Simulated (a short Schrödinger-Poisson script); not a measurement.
Structure: MOS inversion layer, HfO2 on p-type Ge(100), at 400 K.

```
layer  material  thickness (nm)  Na (cm⁻³)
-----  --------  --------------  ---------
1          HfO2             9.1          -
2            Ge            1300     9.8e16
```

The device is made up for the run: typed textbook-type constants, with dimensions and the other settings drawn at random. HfO2: permittivity 22, conduction-band edge (eV) 1.5, gap (eV) 5.7, electron mass (mₑ) 0.2. Ge: permittivity 16, conduction-band edge (eV) 0, gap (eV) 0.664, Nv at 300 K (cm⁻³) 6e18.

Channel valleys (confinement mass, in-plane density-of-states mass, number): L4 0.12, 0.295, 4. At the gate the conduction-band edge of layer 1 lies 1.75 eV − eVg above the Fermi level of the channel; the field vanishes at the back. Gaps are held at their typed values at every temperature. Mesh 0.03 nm at interfaces.

Solved with a short Schrödinger-Poisson script written for these runs: 1D Poisson equation in equilibrium, electrons quantum, Hartree (BenDaniel-Duke, 12 states a valley, the channel's in-plane mass for all, wave functions ending at the dielectric), parabolic valleys, classical holes, full ionisation, no traps, pinning or gate leakage.

Q: List the lowest subbands of each valley and their electrons at Vg = 1.05 V.

A: 
```csv
valley,subband,energy from the Fermi level (meV),electrons (cm⁻²),share (%)
L4,0,29.4,6.03e12,91.0
L4,1,125.4,4.41e11,6.7
L4,2,177.0,9.98e10,1.5
```

All electrons: 6.63e12 cm⁻². Only the L valleys are kept; under strong confinement the Δ valleys of Ge fill too.
